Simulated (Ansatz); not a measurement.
Here is the system:

```
BeS
1.0
    0.00000     2.38134     2.38134
    2.38134     0.00000     2.38134
    2.38134     2.38134     0.00000
Be S
1 1
Direct
  0.00000   0.00000   0.00000
  0.75000   0.75000   0.75000
```

Computed with PBEsol with spin-orbit coupling, rigid bands (plane waves, PAW; Ansatz, a program for electronic structure). Condition of this run: hydrostatic pressure 5 GPa (the target of the relaxation). How the cell was made: cell and atoms relaxed with PBEsol, then loaded as said.

Q: Predict the hole conductivity mass (n e² τ/σ) at 300 K, by direction if it differs.

A: 0.73 mₑ.

Q: Predict the electron conductivity mass (n e² τ/σ) at 300 K, by direction if it differs.

A: 0.36 mₑ.

Q: And the band gap?

A: 2.76 eV at this level; semilocal functionals usually fall short of the measured gap.

Rigid bands, one relaxation time for all states, no polarons.
